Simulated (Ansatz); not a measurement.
Consider Zr in the hcp (Mg type) structure (space group P6_3/mmc, No. 194; relaxed with 0.1 eV smearing).

```yaml
crystal:
  lattice:
    - [3.14377, 0.00000, 0.00000]
    - [-1.57189, 2.72259, 0.00000]
    - [0.00000, 0.00000, 5.09284]
  atoms:
    - { symbol: Zr, position: [0.66667, 0.33333, 0.75000] }
    - { symbol: Zr, position: [0.33333, 0.66667, 0.25000] }
```

Cartesian axes are those of the cell as printed.

Level of theory: Ansatz (a program for electronic structure), LDA, PAW, cutoff 420 eV, without spin-orbit coupling.

Strains are applied to the cell and any free atomic positions relax.

One change was made to it. Results:

```csv
quantity,base,after
energy relative to the base (free energy F),0 meV/atom,+2.8 meV/atom
"pressure (mean of the normal stresses, compression positive)",0.0 GPa,1.7 GPa
```

Problem. Which of these changes matches the shifts?
A. uniaxial strain ε_zz = +3.00 %
B. uniaxial strain ε_zz = −1.50 %
C. uniaxial strain ε_zz = −2.50 %

Solution. B, uniaxial strain ε_zz = −1.50 %. For comparison, the energy relative to the base in the other runs: uniaxial strain ε_zz = +3.00 % gives +10 meV/atom; uniaxial strain ε_zz = −2.50 % gives +7.8 meV/atom.

Stability against distortions was not tested. All final runs are without spin polarisation.
